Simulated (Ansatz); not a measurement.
The parent structure is GaN in the wurtzite structure (space group P6_3mc, No. 186; a = 3.183 Å, c = 5.184 Å).

Levels (all Ansatz, a first-principles code, PAW): r2SCAN (500 eV, without spin-orbit coupling); HSE06 (420 eV, no spin-orbit coupling).

The geometry is relaxed with r2SCAN.

- r2SCAN band gap = 2.35 eV

### Question
What does HSE06 give at this geometry for the band gap?

### Answer
The band gap goes up by 0.85 eV to 3.20 eV.

Single points use the geometry relaxed with r2SCAN. Whether these cells are dynamically stable was not tested.
